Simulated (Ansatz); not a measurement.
We consider fluorite HfO₂ (high-temperature phase), described by RPBE in Ansatz (PAW).

Numerical settings: plane-wave cutoff 520 eV, 8×8×8 k mesh, scalar-relativistic PAW data made under PBE.

Computed at the level's own relaxed cell.

Q: Predict the Voigt–Reuss–Hill shear modulus (Hill average), elastic constant C11, elastic constant C12, Poisson ratio and elastic constant C44.

A: 
- Voigt–Reuss–Hill shear modulus (Hill average) = 105 GPa
- elastic constant C11 = 525 GPa
- elastic constant C12 = 85.5 GPa
- Poisson ratio = 0.303
- elastic constant C44 = 60.8 GPa

Note: symmetry holds this phase in the static calculation, where it need not be a minimum; held by symmetry at 0 K, a high-temperature phase can be a saddle point.

Elastic constants are with the ions relaxed.

Spin–orbit coupling is not included.

Static lattice: no zero-point or thermal effects.

Ansatz is a first-principles code.
